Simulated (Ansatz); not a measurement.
Defect migration in wurtzite ZnO: interstitial F, charge state -1. Calculation: PBE, PAW (plane waves to 420 eV; Ansatz, a program for electronic structure).

72-site cell at the relaxed PBE lattice, one k-point at (0.125, 0.250, 0.250), smearing 0.01 eV, spin-restricted, no finite-size correction. Energies are static. The charge state is imposed; whether it is stable for some Fermi level was not computed. Sites that were not tried may lie lower.

Barriers: single points on a 2×2×2 k-point mesh shifted by half a step along c at the bands' geometries.

The step: one F atom jumps by itself. Atoms about the jump, Cartesian Å from the middle of the jump, before and after:

```json
[
 {"atom": "F1", "x0": "1.64", "y0": "0.00", "z0": "0.00", "x1": "-1.64", "y1": "0.00", "z1": "0.00"},
 {"atom": "Zn2", "x0": "0.02", "y0": "-0.94", "z0": "-0.82", "x1": "-0.02", "y1": "-0.94", "z1": "-0.82"},
 {"atom": "Zn3", "x0": "0.04", "y0": "0.92", "z0": "1.79", "x1": "-0.04", "y1": "0.92", "z1": "1.78"},
 {"atom": "O4", "x0": "-0.11", "y0": "-1.02", "z0": "1.30", "x1": "0.12", "y1": "-1.01", "z1": "1.30"},
 {"atom": "O5", "x0": "-0.09", "y0": "0.99", "z0": "-1.56", "x1": "0.08", "y1": "0.99", "z1": "-1.56"},
 {"atom": "Zn6", "x0": "1.64", "y0": "1.87", "z0": "-0.82", "x1": "1.64", "y1": "1.89", "z1": "-0.83"},
 {"atom": "Zn7", "x0": "-1.65", "y0": "1.90", "z0": "-0.83", "x1": "-1.64", "y1": "1.87", "z1": "-0.82"},
 {"atom": "O8", "x0": "-1.64", "y0": "1.88", "z0": "1.18", "x1": "-1.64", "y1": "2.03", "z1": "1.30"},
 {"atom": "O9", "x0": "1.64", "y0": "2.02", "z0": "1.30", "x1": "1.64", "y1": "1.89", "z1": "1.18"},
 {"atom": "O10", "x0": "1.64", "y0": "-1.99", "z0": "-1.57", "x1": "1.63", "y1": "-1.89", "z1": "-1.45"},
 {"atom": "O11", "x0": "-1.64", "y0": "-1.89", "z0": "-1.45", "x1": "-1.64", "y1": "-1.99", "z1": "-1.56"},
 {"atom": "Zn12", "x0": "-1.69", "y0": "-1.93", "z0": "1.88", "x1": "-1.64", "y1": "-1.85", "z1": "1.79"},
 {"atom": "Zn13", "x0": "1.64", "y0": "-1.86", "z0": "1.78", "x1": "1.70", "y1": "-1.93", "z1": "1.88"},
 {"atom": "Zn14", "x0": "3.26", "y0": "-0.94", "z0": "-0.82", "x1": "3.28", "y1": "-0.95", "z1": "-0.81"},
 {"atom": "Zn15", "x0": "-3.28", "y0": "-0.95", "z0": "-0.81", "x1": "-3.26", "y1": "-0.94", "z1": "-0.82"},
 {"atom": "O16", "x0": "-3.28", "y0": "-0.95", "z0": "1.19", "x1": "-3.39", "y1": "-1.02", "z1": "1.30"},
 {"atom": "O17", "x0": "3.40", "y0": "-1.02", "z0": "1.30", "x1": "3.28", "y1": "-0.95", "z1": "1.19"},
 {"atom": "Zn18", "x0": "-3.28", "y0": "0.94", "z0": "1.81", "x1": "-3.24", "y1": "0.92", "z1": "1.79"},
 {"atom": "Zn19", "x0": "3.24", "y0": "0.92", "z0": "1.79", "x1": "3.28", "y1": "0.94", "z1": "1.81"},
 {"atom": "O20", "x0": "3.36", "y0": "0.99", "z0": "-1.57", "x1": "3.28", "y1": "0.94", "z1": "-1.46"},
 {"atom": "O21", "x0": "-3.28", "y0": "0.94", "z0": "-1.46", "x1": "-3.36", "y1": "0.99", "z1": "-1.57"}
]
```

Question: Give the saddle-point geometry and the barrier.

Answer: 
```
atom      x      y      z
----  -----  -----  -----
F1     0.00  -0.17   0.19
Zn2    0.00  -0.84  -1.59
Zn3    0.00   0.86   1.93
O4     0.00  -1.11   2.35
O5     0.00   1.19  -1.87
Zn6    1.55   1.86  -0.82
Zn7   -1.55   1.86  -0.82
O8    -1.62   1.90   1.19
O9     1.63   1.90   1.19
O10    1.67  -1.91  -1.61
O11   -1.68  -1.91  -1.61
Zn12  -1.68  -1.93   1.99
Zn13   1.69  -1.93   1.99
Zn14   3.23  -0.95  -0.82
Zn15  -3.23  -0.95  -0.82
O16   -3.25  -0.97   1.19
O17    3.26  -0.97   1.19
Zn18  -3.26   0.94   1.79
Zn19   3.27   0.94   1.79
O20    3.26   0.95  -1.43
O21   -3.26   0.96  -1.43
```
It lies 0.64 eV above the start and 0.64 eV above the end. The program found a first-order saddle point.
